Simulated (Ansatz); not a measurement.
# La (model structure, started from the diamond type, Fd-3m, No. 227, 2 atoms in the cell): bulk modulus B0 by level of theory

No measured value is used here.

Q: Put these levels in order of the bulk modulus B0 that they give for La (model structure, started from the diamond type, Fd-3m, No. 227, 2 atoms in the cell), smallest first: LDA (Ansatz, an electronic-structure program), PBEsol (Ansatz), r²SCAN (Ansatz).

A: r²SCAN (49.5 GPa), PBEsol (54.5 GPa), LDA (60.1 GPa)

Unless a cell is named, each level is at its own relaxed cell (LDA 34.52, PBEsol 35.34, r²SCAN 36.85 Å³/atom).

r²SCAN, LDA, PBEsol: the bulk modulus is −V dP/dV from two relaxed cells at ±2 % in volume. Each level is taken at its own relaxed cell. Cutoffs differ between the levels. Ansatz's density-functional and Hartree–Fock values are scalar-relativistic unless marked +SOC, with PAW data made under PBE.

A model structure was made by putting elements into a prototype or built by hand; it is no filed structure, need not be a known phase, and can be a saddle point held by its symmetry.
